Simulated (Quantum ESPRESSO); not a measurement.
# Cost against accuracy: K_POINTS for Hf3Ga (I4/mmm, 4 atoms in the cell)

```xyz
4
Lattice="-2.1030 2.1030 4.5904 2.1030 -2.1030 4.5904 2.1030 2.1030 -4.5904" Properties=species:S:1:pos:R:3 pbc="T T T"
Hf     0.0000     2.1030     2.2952
Hf     2.1030     0.0000     2.2952
Hf     0.0000     0.0000     4.5904
Ga     0.0000     0.0000     0.0000
```

Level of theory: LDA (PZ), GBRV 1.5 ultrasoft (LDA) pseudopotentials (plane waves; Quantum ESPRESSO 7.5).

Base settings: ecutwfc = 50 Ry; ecutrho = 400 Ry; occupations = smearing; smearing = cold; degauss = 0.019992 Ry; potentials = {Hf: hf_lda_v1.uspp.F.UPF, Ga: ga_lda_v1.4.uspp.F.UPF}; K_POINTS = automatic 7 7 7 0 0 0; conv_thr = 1e-10 Ry; mixing_beta = 0.3.

Misses are taken against the tightest run, automatic 12 12 12 0 0 0, which need not be fully converged itself. The energy is the free energy per atom.

The count of work is k-points × plane waves × bands × iterations; it is no time, and leaves out set-up, grids and terms that scale otherwise. Core times come from one kind of shared machine and are given to one figure; runs under 30 s give none.

The starting cell comes from a database of computed structures (which also holds hypothetical and non-ambient phases and stackings), without a prior relaxation at this level. In the base run, with a pressure of about -8 GPa the cell is away from its equilibrium volume at this level.

```csv
K_POINTS,energy less reference (meV/atom),pressure less reference (GPa),count of work / reference,core time / reference (rough)
automatic 1 1 1 0 0 0,318.28,-19.04,0.0075,0.1
automatic 2 2 2 0 0 0,143.34,2.43,0.025,0.1
automatic 3 3 3 0 0 0,0.90,0.16,0.039,0.1
automatic 4 4 4 0 0 0,-0.47,0.16,0.080,0.2
automatic 5 5 5 0 0 0,-7.03,-0.17,0.12,0.2
automatic 6 6 6 0 0 0,2.32,0.26,0.19,0.3
automatic 7 7 7 0 0 0,0.85,0.08,0.26,0.3
automatic 9 9 9 0 0 0,-0.15,0.00,0.46,0.5
automatic 11 11 11 0 0 0,0.03,0.00,0.77,0.8
automatic 12 12 12 0 0 0,0.00,0.00,1.0,1
```

Coarsest setting among those run that, with all tighter ones, holds the energy within 10 meV/atom of the reference: automatic 3 3 3 0 0 0, off by 0.90 meV/atom; it needs 0.039 of the reference's count of work and about 0.1 of the reference's time.

Coarsest setting among those run that, with all tighter ones, holds the energy within 5 meV/atom of the reference: automatic 6 6 6 0 0 0, off by 2.3 meV/atom; it needs 0.19 of the reference's count of work and about 0.3 of the reference's time. The coarser automatic 3 3 3 0 0 0 also lies inside, but a setting between leaves the range again, so that is luck.

The step from automatic 6 6 6 0 0 0 to automatic 11 11 11 0 0 0: it takes the miss in the energy from 2.3 to 0.03 meV/atom, for 4.0 times the count of work and roughly 3 times the time.
